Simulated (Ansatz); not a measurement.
System: L1₂ (Cu3Au-type) Pt3Ti. Method: r²SCAN0 (plane waves, PAW; Ansatz, a program for electronic structure).

Settings: plane-wave cutoff 520 eV, 8×8×8 k mesh, Fermi–Dirac smearing 0.05 eV, no spin polarisation, scalar-relativistic PAW data made under PBE.

Energies at three volumes about the minimum:

```json
[
 {"V (Å³/atom)": "14.402", "E − E_lowest (meV/atom)": "7.98"},
 {"V (Å³/atom)": "14.899", "E − E_lowest (meV/atom)": "0.00"},
 {"V (Å³/atom)": "15.140", "E − E_lowest (meV/atom)": "6.57"}
]
```

Problem. Fit a parabola by hand: where is the minimum, what lattice constant follows, and what is the bulk modulus?

Solution. Slopes: (0.00 − 7.98)/(14.899 − 14.402) = -16.056 and (6.57 − 0.00)/(15.140 − 14.899) = 27.261 meV/Å³. Curvature E″ = 2 × (27.261 − (-16.056))/(15.140 − 14.402) = 117.390 meV/Å⁶. From the middle of the first interval, the slope vanishes at V0 = 14.6505 − (-16.056)/117.390 = 14.787 Å³/atom. B = V0 E″ = 14.787 × 117.390 meV/Å³ × 0.1602 GPa per meV/Å³ = 278 GPa. With 4 atoms in the cube, a = (4 × 14.787)^(1/3) = 3.896 Å. The full Birch–Murnaghan fit to all volumes gives V0 = 14.778 Å³/atom and B0 = 281 GPa.

Measured, for comparison: lattice constant a 3.916 Å (temperature not stated, not corrected to a static lattice; as tabulated in Molecular Dynamics Simulations of PtTi High-Temperature Shape Memory Alloys …).

Note: the run has no spin polarisation, so it can have missed a magnetic state.
